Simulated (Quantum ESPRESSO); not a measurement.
Worked example: self-consistent single point of SrMg5 (P-62m, 6 atoms in the cell) in Quantum ESPRESSO.

Level of theory: LDA (PZ), GBRV 1.5 ultrasoft (LDA) pseudopotentials (plane waves; Quantum ESPRESSO).

```xyz
6
Lattice="6.0803 0.0000 0.0000 -3.0402 5.2657 0.0000 0.0000 0.0000 4.9416" Properties=species:S:1:pos:R:3 pbc="T T T"
Sr     0.0000     0.0000     2.4708
Mg     3.0593     0.0000     0.0000
Mg     1.5105     2.6163     0.0000
Mg    -1.5297     2.6495     0.0000
Mg     3.0402     1.7552     2.4708
Mg     0.0000     3.5105     2.4708
```

Reference input (self-consistent single point, DFT, LDA (PZ), plane waves, GBRV 1.5 ultrasoft (LDA) pseudopotentials): ecutwfc = 40 Ry; ecutrho = 200 Ry; occupations = smearing; smearing = methfessel-paxton; degauss = 0.019992 Ry; potentials = {Sr: sr_lda_v1.uspp.F.UPF, Mg: mg_lda_v1.4.uspp.F.UPF}; K_POINTS = automatic 6 6 7 0 0 0; conv_thr = 1e-10 Ry. This run's input differs from it in these lines:

```diff
@@ -17,3 +17,3 @@
  smearing = 'methfessel-paxton',
- degauss = 0.019992,
+ degauss = 0.02205,
 /
@@ -33,3 +33,3 @@
 K_POINTS {automatic}
-6 6 7  0 0 0
+5 5 6  0 0 0
```

Log, with long lists cut:

```
     Self-consistent Calculation

     iteration #  1     ecut=    40.00 Ry     beta= 0.70

     negative rho (up, down):  6.504E-02 0.000E+00

     total energy              =    -695.38360274 Ry
     estimated scf accuracy    <       0.60628223 Ry

     iteration #  2     ecut=    40.00 Ry     beta= 0.70

     negative rho (up, down):  6.639E-02 0.000E+00

     total energy              =    -695.53616116 Ry
     estimated scf accuracy    <       0.02400464 Ry

     iteration #  3     ecut=    40.00 Ry     beta= 0.70

     negative rho (up, down):  6.702E-02 0.000E+00

     total energy              =    -695.53782578 Ry
     estimated scf accuracy    <       0.00137215 Ry

   [... 4 blocks of this kind left out ...]

     iteration #  8     ecut=    40.00 Ry     beta= 0.70

     negative rho (up, down):  6.688E-02 0.000E+00

     total energy              =    -695.53799830 Ry
     estimated scf accuracy    <          7.3E-10 Ry

     iteration #  9     ecut=    40.00 Ry     beta= 0.70

     negative rho (up, down):  6.688E-02 0.000E+00
     End of self-consistent calculation

     the Fermi energy is     5.3871 ev

!    total energy              =    -695.53799830 Ry
     estimated scf accuracy    <          2.7E-11 Ry
     smearing contrib. (-TS)   =      -0.00128689 Ry
     internal energy E=F+TS    =    -695.53671141 Ry

     convergence has been achieved in   9 iterations

     negative rho (up, down):  6.688E-02 0.000E+00

     Forces acting on atoms (cartesian axes, Ry/au):

     atom    1 type  1   force =     0.00000000   -0.00000000    0.00000000
     atom    2 type  2   force =    -0.00019955    0.00000000   -0.00000000
     atom    3 type  2   force =     0.00009978    0.00017282    0.00000000
     atom    4 type  2   force =     0.00009978   -0.00017282    0.00000000
     atom    5 type  2   force =     0.00000000   -0.00000000    0.00000000
   [... lines left out ...]
     Total force =     0.000346     Total SCF correction =     0.000001
   [... lines left out ...]

     negative rho (up, down):  6.688E-02 0.000E+00
          total   stress  (Ry/bohr**3)                   (kbar)     P=       -2.41
  -0.00003345   0.00000000  -0.00000000           -4.92        0.00       -0.00
   0.00000000  -0.00003345   0.00000000            0.00       -4.92        0.00
  -0.00000000   0.00000000   0.00001771           -0.00        0.00        2.61

   JOB DONE.
```

The run converged in 9 iterations. Against the reference run the free energy rises by 7.4 meV/atom, the pressure stays near -0.24 GPa while the zz stress (positive for compression) goes from -0.40 to 0.26 GPa and the largest force stays at 0.005 eV/Å.

The starting cell comes from a database of computed structures (which also holds hypothetical and non-ambient phases and stackings), without a prior relaxation at this level. Its lattice was rescaled by a random factor within 2.5 % of one.

Cost on one core of a shared machine: roughly 80 s.
